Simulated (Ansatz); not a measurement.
Start from Ru in the hcp (Mg type) structure (space group P6_3/mmc, No. 194; a = 2.722 Å, c = 4.291 Å).

Level of theory: Ansatz (a quantum-chemistry and plane-wave program) PBE, no spin-orbit coupling.

Before the change:

| Property | Result |
|---|---|
| Lattice parameter a | 2.722 Å |
| Band gap | zero |

Now apply this change: cell and atoms relaxed at a pressure of 1.5 GPa.

Task: How does this affect the lattice parameter a?

Result: The lattice parameter a shrinks by 0.0045 Å, from 2.722 Å to 2.718 Å.

Task: Estimate the effect on the band gap.

Result: The band gap stays zero.

Load acts through the strain it causes; cell and atoms are relaxed under it. Whether these cells are dynamically stable was not tested. The final runs are not spin-polarised.
